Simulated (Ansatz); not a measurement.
Take a 12-atom supercell of Ta in the bcc (W type) structure (space group Im-3m, No. 229; a = 3.320 Å) at its relaxed geometry as the base.

Level of theory: PBE in Ansatz (plane waves to 420 eV, PAW, no spin-orbit coupling).

One neutral defect a cell, atoms relaxed at fixed cell.

One change was made to it. Results:

| quantity | base | after |
|---|---|---|
| largest displacement of a host atom from its site in the perfect cell | – | 0.06 Å |
| pressure | -0.1 GPa | -4.2 GPa |

Task: Which of these changes matches the shifts?
A. H interstitial (started 1.75 Å from the nearest host atom)
B. Hf on a Ta site, symmetric start
C. Re on a Ta site
D. Al on a Ta site

Result: C, Re on a Ta site. For comparison, the pressure in the other runs: Hf on a Ta site, symmetric start gives 2.8 GPa; H interstitial (started 1.75 Å from the nearest host atom) gives 2.5 GPa; Al on a Ta site gives -2.2 GPa.

The cell is small, so the values are those of an ordered compound at a high defect concentration; dilute-limit values will differ. Defects with a symmetric start kept the site's symmetry and may sit on a saddle; the others started slightly shaken. The final runs are not spin-polarised. An odd electron count without spin: HfTa11 and Ta12H.

Ansatz is a first-principles code.
